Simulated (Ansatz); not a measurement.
Worked example: self-consistent single point of TiB₂Mo (P1, 4 atoms in the cell) in Ansatz (an electronic-structure program).

Level of theory: LDA (PW92), default PAW files made with PBE (plane waves; Ansatz).

The change in words: atoms moved at random. Reference geometry:
```
TiB2Mo
1.0
    3.11544     0.00000     0.00000
    0.00000     1.60565     4.26666
    0.00000    -1.60565     4.26666
Ti B Mo
1 2 1
Cartesian
  0.00000   0.00000   1.25696
  1.55772   0.00000   4.76799
  0.00000   0.00000   3.75415
  1.55772   0.00000   7.28763
```

Reference input (self-consistent single point, DFT, LDA (PW92), plane waves, default PAW files made with PBE): basis.ecutwfc = 30.9 Ry; kpoints.mp_grid.grid = 10 10 10; hamiltonian.xc = lda; hamiltonian.pseudopotentials = {kind: paw} (the program's default PAW files); scf.occupations.method = fermi_dirac; scf.occupations.width = 0.0073 Ry. This run's input differs from it in these lines:

Ansatz 0.2 input:
```diff
@@ -7,6 +7,6 @@
   atoms:
-    - { symbol: Ti, position_ang: [0.000000, -0.000000, 1.256959] }
-    - { symbol: B, position_ang: [1.557720, 0.000000, 4.767995] }
-    - { symbol: B, position_ang: [0.000000, 0.000000, 3.754151] }
-    - { symbol: Mo, position_ang: [1.557720, -0.000000, 7.287629] }
+    - { symbol: Ti, position_ang: [-0.012484, 0.003801, 1.298409] }
+    - { symbol: B, position_ang: [1.516525, -0.039271, 4.770060] }
+    - { symbol: B, position_ang: [0.076104, -0.005938, 3.697387] }
+    - { symbol: Mo, position_ang: [1.535295, 0.041407, 7.300882] }
 basis:
```

Output, abridged:

```
SCF iter   1: F=—  HF=-7595.917197 eV  |F-HF|=—  |Δ(HF+E_count)|=         —  Δρ=9.82e-3  dr2=8.06e-2  ethr=1.77e-3  ⟨swp⟩=4.7  Hψ=39659  notcnv=0
all-band conjugate gradients solve this SCF's bands
preconditioner: auto → Kerker (q_TF=auto, 2.600 Å⁻¹)
SCF iter   2: F=—  HF=-7595.909777 eV  |F-HF|=—  |Δ(HF+E_count)|=   7.42e-3  Δρ=5.01e-3  dr2=2.01e-2  ethr=2.52e-4  ⟨swp⟩=1.0  Hψ=14112  notcnv=0
SCF iter   3: F=—  HF=-7595.906599 eV  |F-HF|=—  |Δ(HF+E_count)|=   3.18e-3  Δρ=6.75e-4  dr2=3.48e-4  ethr=6.28e-5  ⟨swp⟩=2.1  Hψ=12432  notcnv=0
SCF iter   4: F=—  HF=-7595.906536 eV  |F-HF|=—  |Δ(HF+E_count)|=   6.34e-5  Δρ=1.71e-4  dr2=1.26e-5  ethr=1.09e-6  ⟨swp⟩=2.0  Hψ=13845  notcnv=0
SCF iter   5: F=—  HF=-7595.906532 eV  |F-HF|=—  |Δ(HF+E_count)|=   4.11e-6  Δρ=3.42e-5  dr2=7.43e-7  ethr=3.92e-8  ⟨swp⟩=2.0  Hψ=13715  notcnv=0
SCF iter   6: F=-7595.906532 eV  HF=-7595.906532 eV  |F-HF|=2.61e-8  |Δ(HF+E_count)|=   1.61e-7  Δρ=7.43e-6  dr2=3.61e-8  ethr=3.13e-10  ⟨swp⟩=5.1  Hψ=43247  notcnv=0
SCF 1 converged in 6 iterations: F = -7595.906532 eV  dr2 = 3.61e-8
Free energy (F): -7595.906532 eV
Internal energy: -7595.879028 eV  (E = F + TS)
E sigma→0 (E₀):  -7595.892780 eV
Entropy (-TS):   -0.027503 eV (-6.876 meV/atom)
Fermi energy:    16.337357 eV
--- Forces (eV/Å), atoms counted from 1 ---
  atom   1  Ti    -0.03234946    -0.17548315    -0.93866983
  atom   2  B      0.48834388     0.56414499     0.06519165
  atom   3  B     -1.10676289     0.32911461     0.91499633
  atom   4  Mo     0.65075897    -0.71777900    -0.04145993
--- Stress (GPa, compression-positive) ---
      -16.724545      -0.421873      -0.714188
       -0.421873     -18.270414       1.279726
       -0.714188       1.279727     -18.630334
  P = ⅓ Tr σ = -17.8751 GPa (-178.751 kbar)
  The stress holds the Pulay correction. Without it, at fixed plane waves, as pw.x and ABINIT print it: P = -18.0136 GPa
```

The run converged in 6 iterations. Against the reference run the free energy goes up by 34.6 meV/atom, the pressure goes from -19.19 to -17.88 GPa and the largest force goes from 0.198 to 1.473 eV/Å.

The starting cell comes from a database of computed structures (which also holds hypothetical and non-ambient phases and stackings), without a prior relaxation at this level. Its lattice was rescaled by a random factor within 2.5 % of one. For this run, on top of that: atoms moved at random. Spin polarisation is off. With a pressure of about -18 GPa the cell is away from its equilibrium volume at this level. Forces in this geometry exceed 1 eV/Å. Ansatz's pressure includes its estimate of the finite-basis (Pulay) stress.

Cost on one core of a shared machine: roughly 50 s.
